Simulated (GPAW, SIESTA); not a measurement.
A GPAW input for a self-consistent single point of YCo2Ge2 (I4/mmm, 5 atoms in the cell) (DFT LDA (Perdew-Wang 92), plane waves, GPAW PAW datasets LDA (gpaw-data 1.0.1)):

```python
from ase import Atoms
from ase.units import GPa
from gpaw import GPAW, PW

atoms = Atoms(['Y', 'Co', 'Co', 'Ge', 'Ge'],
              cell=[[-1.932434, 1.932434, 4.941247],
                    [1.932434, -1.932434, 4.941247],
                    [1.932434, 1.932434, -4.941247]],
              positions=[[0.000000, 0.000000, 0.000000],
                         [-0.000000, 1.932434, 2.470623],
                         [1.932434, 0.000000, 2.470623],
                         [0.000000, -0.000000, 6.214903],
                         [-0.000000, 0.000000, 3.667591]],
              pbc=True)

calc = GPAW(mode=PW(850),
            xc='LDA',
            kpts=(7, 7, 7),
            occupations={'name': 'methfessel-paxton', 'width': 0.2, 'order': 0},
            nbands=-13,
            convergence={'density': 1e-05},
            symmetry={'symmorphic': False, 'tolerance': 0.0005},
            maxiter=150)

atoms.calc = calc

energy = atoms.get_potential_energy()
print('Energy (eV):', round(energy, 6))
forces = atoms.get_forces()
print('Forces (eV/Ang):')
print(forces.round(5))
stress = atoms.get_stress()
print('Stress (GPa, Voigt):', (stress / GPa).round(4))
```

Question: Write the same calculation as an input for SIESTA.

Answer: One input that does it (others would too):

```
# files in the folder: Y.psml Co.psml Ge.psml (PseudoDojo LDA standard)
SystemName  Y(CoGe)2
SystemLabel siesta

NumberOfAtoms                5
NumberOfSpecies              3
%block ChemicalSpeciesLabel
  1 39 Y
  2 27 Co
  3 32 Ge
%endblock ChemicalSpeciesLabel
LatticeConstant              5.646638 Ang
%block LatticeVectors
    -0.342227357    0.342227357    0.875077701
     0.342227357   -0.342227357    0.875077701
     0.342227357    0.342227357   -0.875077701
%endblock LatticeVectors
AtomicCoordinatesFormat      Fractional
%block AtomicCoordinatesAndAtomicSpecies
     0.000000000    0.000000000    0.000000000  1
     0.750000000    0.250000000    0.500000000  2
     0.250000000    0.750000000    0.500000000  2
     0.628880000    0.628880000    0.000000000  3
     0.371120000    0.371120000    0.000000000  3
%endblock AtomicCoordinatesAndAtomicSpecies

XC.functional                LDA
XC.authors                   PW92
PAO.BasisSize                DZP
PAO.EnergyShift              0.01 Ry
MeshCutoff                   300 Ry
%block kgrid.MonkhorstPack
    7   0   0  0.0
    0   7   0  0.0
    0   0   7  0.0
%endblock kgrid.MonkhorstPack
OccupationFunction           MP
OccupationMPOrder            0
ElectronicTemperature        2320.9 K

MaxSCFIterations             150
SCF.Mixer.Method             Pulay
SCF.Mixer.Weight             0.2
SCF.Mixer.History            8
SCF.DM.Tolerance             1.0E-04
Diag.ParallelOverK           true
WriteForces                  true
```

Basis, cutoffs, solver keys and any potentials are the target program's own. This input uses DFT, LDA PW92, numerical atomic orbitals DZP, PseudoDojo LDA standard norm-conserving potentials (rewritten from UPF to PSML). LDA parametrisations can differ slightly between programs.

The starting cell comes from a database of computed structures (which also holds hypothetical and non-ambient phases and stackings), without a prior relaxation at this level. Its lattice was rescaled by a random factor within 2.5 % of one. For this run, on top of that: lattice scaled by 0.98.
